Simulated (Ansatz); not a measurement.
Structures of equal composition on the (111) surface of diamond (C plane on top): (√3x√3)R30° Al adatom at H3; (√3x√3)R30° Al adatom at T4. The slabs share one bottom face, and each structure is named by its start. These are constructed structures in small cells; real faces may alloy, dewet or reconstruct in larger ones, and not all known structures of the face are among them. Slabs of about 9 Å, Fermi-Dirac smearing of 0.025 eV. Bottom of the slabs: H caps. Relaxed from the named starts with such symmetry as they have, on meshes of like density; energies extrapolated to zero smearing; spin only where a row says so; no spin-orbit coupling, no U. Brackets mark spin-polarised runs, whose order is one that fits the cell. Where a second, spin-polarised start was run, the lower counts.

The numbers are results of PBE (plane waves to 420 eV, PAW; Ansatz, a quantum-chemistry and plane-wave program), not measurements.

Problem. Put the candidates in order of energy per 1x1 cell, lowest first, for PBE.

Solution. (√3x√3)R30° Al adatom at T4 (0.000 eV), (√3x√3)R30° Al adatom at H3 (0.077 eV)
